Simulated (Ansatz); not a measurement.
Input and output of a relaxation of cell and atoms for MnCl2 (R-3m, 3 atoms in the cell) (Ansatz, a first-principles code).

Method of the run: PBEsol, PAW files made with PBE (plane waves; Ansatz).

```yaml
crystal:
  lattice:
    - [1.89004, 1.09121, 6.22284]
    - [-1.89004, 1.09121, 6.22284]
    - [0.00000, -2.18243, 6.22284]
  atoms:
    - { symbol: Mn, position: [0.00000, 0.00000, 0.00000], spin: 4.0 }
    - { symbol: Cl, position: [0.74280, 0.74280, 0.74280] }
    - { symbol: Cl, position: [0.25720, 0.25720, 0.25720] }
```
(The spins are starting values, not results.)

Reference input (self-consistent single point, DFT, PBEsol, plane waves, PAW files made with PBE): kpoints.mp_grid.grid = 7 7 7; hamiltonian.xc = pbesol; hamiltonian.pseudopotentials = {kind: paw} (an earlier, softer set of the program's PAW files); magnetization.spin_polarized = true; scf.occupations.method = fermi_dirac; scf.occupations.width = 0.0007 Ry. This run's input differs from it in these lines:

```diff
@@ -18,2 +18,4 @@
   occupations: { method: fermi_dirac, width: 0.0007 Ry }
+relax:
+  cell: {}
 output:
```

Output (repeated stretches shortened):

```
   [... SCF lines of the steps left out ...]
relax step   1: F+E_penalty+E_count = -5993.22054732 eV  Δ(F+E_penalty+E_count) = +0.000e0 eV  max|allowed force component| = 6.326e-1 eV/Å  Δτ_max = 0.0000 Å  P = -4.373 GPa  Ω = 77.005 Å³  (12 SCF iters, dr2 threshold 1.00e-7 eV, accepted)
relax step   2: F+E_penalty+E_count = -5993.32954566 eV  Δ(F+E_penalty+E_count) = -1.090e-1 eV  max|allowed force component| = 1.975e-1 eV/Å  Δτ_max = 0.1005 Å  P = +0.119 GPa  Ω = 73.443 Å³  energy of the carried Pulay correction = +7.558e-4 eV  (7 [...]
   [... lines left out ...]
relax step   8: F+E_penalty+E_count = -5993.34235119 eV  Δ(F+E_penalty+E_count) = +5.150e-5 eV  max|allowed force component| = 1.724e-3 eV/Å  Δτ_max = 0.0050 Å  P = -0.020 GPa  Ω = 71.604 Å³  energy of the carried Pulay correction = -1.385e-4 eV  [...]
relax step   9: F+E_penalty+E_count = -5993.34248543 eV  Δ(F+E_penalty+E_count) = -1.342e-4 eV  max|allowed force component| = 1.807e-3 eV/Å  Δτ_max = 0.0000 Å  P = -0.019 GPa  Ω = 71.604 Å³  stress off target by 2.74e-2 GPa  SCF on the basis [...]
basis re-selected at this cell: Δ(F+E_penalty+E_count) = -1.342e-4 eV, ΔP = +0.000 GPa vs the last step
the relaxation is at rest under the 12 symmetry operations that the run kept from its start: a minimum is not shown …
the relaxation's final electronic state is not compared with the one that a single-point calculation of its input finds at the relaxed geometry …
Magnetization: 5.0000 μB (17.0000 up, 12.0000 down)
   [... lines left out ...]
Absolute magnetization: 5.0000 μB (∫|ρ↑−ρ↓|, with the PAW one-centre terms)
Free energy (F): -5993.342485 eV
Fermi energy:    5.180964 eV
  cell:  # Å, volume = 71.6036 Å³
   [... lines left out ...]
    - [-1.8186744374713397, 1.0500120086658289, 6.24934132210355]
    - [3.0279534977768888e-33, -2.1000245194612788, 6.249341237735904]
  atoms:
    - { symbol: Mn, position: [-2.6328023712417036e-19, -2.632802371241715e-19, -2.6328021233897004e-19] }
    - { symbol: Cl, position: [0.7400651352005797, 0.7400651352005797, 0.7400651352005796] }
    - { symbol: Cl, position: [0.2599348647994204, 0.2599348647994204, 0.2599348647994204] }
```

The run converged. 

Summary of the result:
```
Item                                                                                 Value
------------------------------------------------  ----------------------------------------
Free energy E − TS (on the zero of these files)                              -5993.3425 eV
Top of the valence band (on the code's own zero)                                   4.44 eV
Gap on the k-point mesh                                                            1.49 eV
Pressure                                                                         -0.02 GPa
Largest force (vector length)                                                   0.002 eV/Å
Size of the cell's spin moment                                                     5.00 μB
Final cell                                        a = b = c = 6.5928 Å, α = β = γ = 32.03°
Final volume per atom                                                             23.87 Å³
Relaxation steps                                                                         9
```

The starting cell comes from a database of computed structures (which also holds hypothetical and non-ambient phases and stackings), without a prior relaxation at this level. Its lattice was rescaled by a random factor within 2.5 % of one. With one magnetic atom in the cell only a parallel order is possible. The relaxation keeps the symmetry of its start, so its end need not be a minimum. Ansatz's pressure includes its estimate of the finite-basis (Pulay) stress.

Cost on one core of a shared machine: roughly 60 s.

Keys are those of Ansatz 0.2.
